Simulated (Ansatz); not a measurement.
Worked example: self-consistent single point of Hf2Ga (Fmm2, 6 atoms in the cell) in Ansatz (an electronic-structure program).

Method: LDA (PW92), default PAW files made with PBE (plane waves; Ansatz).

```xyz
6
Lattice="-3.3492 3.3492 2.6283 3.3492 -3.3492 2.6283 3.3492 3.3492 -2.6283" Properties=species:S:1:pos:R:3 pbc="T T T"
Hf     1.0638     4.4130     0.0000
Hf     2.3207    -1.0285     2.6283
Hf     2.3207     1.0285     0.0000
Hf     1.0285     2.3207     2.6283
Ga     0.0000     0.0000     1.3141
Ga     0.0000     0.0000     3.9424
```

Reference input (self-consistent single point, DFT, LDA (PW92), plane waves, default PAW files made with PBE): basis.ecutwfc = 420 eV; kpoints.mp_grid.grid = 6 6 6; hamiltonian.xc = lda; hamiltonian.pseudopotentials = {kind: paw} (the program's default PAW files); scf.occupations.method = fermi_dirac; scf.occupations.width = 0.1 eV. This run's input differs from it in these lines:

Ansatz 0.2 input:
```diff
@@ -16,3 +16,3 @@
 kpoints:
-  mp_grid: { grid: [6, 6, 6] }
+  mp_grid: { grid: [7, 7, 7] }
 hamiltonian:
@@ -21,3 +21,3 @@
 scf:
-  occupations: { method: fermi_dirac, width: 0.1 }
+  occupations: { method: fermi_dirac, width: 0.05 }
 output:
```

Output (repeated stretches shortened):

```
SCF iter   1: F=—  HF=-69323.898368 eV  |F-HF|=—  |Δ(HF+E_count)|=         —  Δρ=6.59e-3  dr2=4.04e-2  ethr=1.77e-3  ⟨swp⟩=5.3  Hψ=14851  notcnv=0  defer=217
all-band conjugate gradients solve this SCF's bands
preconditioner: auto → Kerker (q_TF=auto, 2.773 Å⁻¹)
SCF iter   2: F=—  HF=-69323.892419 eV  |F-HF|=—  |Δ(HF+E_count)|=   5.95e-3  Δρ=3.97e-3  dr2=1.89e-2  ethr=3.11e-5  ⟨swp⟩=2.3  Hψ=7002  notcnv=0  defer=265
   [... lines left out ...]
SCF iter   5: F=—  HF=-69323.887361 eV  |F-HF|=—  |Δ(HF+E_count)|=   7.85e-5  Δρ=1.38e-4  dr2=2.14e-5  ethr=1.95e-7  ⟨swp⟩=2.0  Hψ=8563  notcnv=0  defer=265
SCF iter   6: F=—  HF=-69323.887350 eV  |F-HF|=—  |Δ(HF+E_count)|=   1.12e-5  Δρ=8.09e-5  dr2=5.03e-6  ethr=1.64e-8  ⟨swp⟩=2.1  Hψ=8757  notcnv=0  defer=265
SCF iter   7: F=—  HF=-69323.887350 eV  |F-HF|=—  |Δ(HF+E_count)|=   3.23e-7  Δρ=2.02e-5  dr2=4.23e-7  ethr=3.87e-9  ⟨swp⟩=2.0  Hψ=7858  notcnv=0  defer=265
SCF iter   8: F=-69323.887349 eV  HF=-69323.887350 eV  |F-HF|=1.03e-7  |Δ(HF+E_count)|=   1.65e-7  Δρ=6.59e-6  dr2=6.48e-8  ethr=7.69e-11  ⟨swp⟩=11.0  Hψ=27539  notcnv=0
SCF 1 converged in 8 iterations: F = -69323.887349 eV  dr2 = 6.48e-8
Free energy (F): -69323.887349 eV
Internal energy: -69323.839072 eV  (E = F + TS)
E sigma→0 (E₀):  -69323.863211 eV
Entropy (-TS):   -0.048277 eV (-8.046 meV/atom)
Fermi energy:    17.363759 eV
--- Forces (eV/Å), atoms counted from 1 ---
  atom   1  Hf    -0.20688784    -0.20688784     0.00000000
  atom   2  Hf     0.14462156     0.14462156     0.00000000
  atom   3  Hf     0.05641434    -0.03007813     0.00000000
  atom   4  Hf    -0.03007813     0.05641434     0.00000000
  atom   5  Ga     0.01796136     0.01796136     0.00000000
  atom   6  Ga     0.01796136     0.01796136     0.00000000
--- Stress (GPa, compression-positive) ---
       -7.516087      -0.376916       0.000000
       -0.376916      -7.516087       0.000000
        0.000000       0.000000      -6.593005
  P = ⅓ Tr σ = -7.2084 GPa (-72.084 kbar)
  The stress holds the Pulay correction. Without it, at fixed plane waves, as pw.x and ABINIT print it: P = -7.2368 GPa
```

The run converged in 8 iterations. Against the reference run the free energy goes up by 12.7 meV/atom, the pressure goes from -7.09 to -7.21 GPa and the largest force goes from 0.258 to 0.293 eV/Å.

The starting cell comes from a database of computed structures (which also holds hypothetical and non-ambient phases and stackings), without a prior relaxation at this level. Its lattice was rescaled by up to half a per cent. One atom was moved a little off its site on purpose. With a pressure of about -7 GPa the cell is away from its equilibrium volume at this level. Ansatz's pressure includes its estimate of the finite-basis (Pulay) stress.

Cost on one core of a shared machine: roughly 70 s.
